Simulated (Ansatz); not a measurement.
# What uniaxial strain ε_zz = +1.50 % does to CaO

Start from CaO in the rock salt structure (space group Fm-3m, No. 225; a = 4.7671 Å). Axes: x, y, z lie along the cube axes.

One thing is altered: the cell is stretched by 1.50 % along z with no lateral relaxation, atoms relaxed at fixed cell.

The values are results of PBEsol (Ansatz, a quantum-chemistry and plane-wave program; PAW; 420 eV plane waves; without spin-orbit coupling), not measurements. k-mesh 12×12×12 (Γ-centred); smearing 0.05 eV (Fermi–Dirac).

Shortest interatomic distance: 2.384 Å (base 2.384 Å)
Energy relative to the base (free energy F): +2.0 meV/atom
Pressure (mean of the normal stresses, compression positive): -16.1 kbar (base 0.0 kbar)
Band gap: 3.52 eV (base 3.54 eV)
Gap character: indirect, Γ → X
Smallest direct gap: 3.91 eV (base 3.92 eV)
Electron mass: 1.4 mₑ along k, 0.42 mₑ across (at X) (base 1.4 mₑ along k, 0.42 mₑ across (at X))
Valence-band top at Γ (three highest levels, from the VBM): 0.00, 0.00, -0.04 eV (base 0.00, 0.00, 0.00 eV)
Valley order (the lowest conduction-band minima on the path, energy above the VBM, named in the base's zone): X along [100] 3.52 eV; X along [001] 3.57 eV; Γ 4.64 eV (base X along ⟨100⟩ 3.54 eV; Γ 4.78 eV)
Stress (xx, yy, zz, yz, xz, xy; compression positive): (-0.86, -0.86, -3.11, 0.00, 0.00, 0.00) GPa

Final structure:

```
CELL_PARAMETERS angstrom
      0.00000     2.38356     2.41931
      2.38356     0.00000     2.41931
      2.38356     2.38356     0.00000
ATOMIC_POSITIONS crystal
  Ca 0.00000 0.00000 0.00000
  O  0.50000 0.50000 0.50000
```

Masses are band curvatures over ±0.01 Å⁻¹ around the edge. Along k means along the line from Γ to the band edge. Stability against distortions was not tested. k-point labels follow each cell's own Brillouin zone.
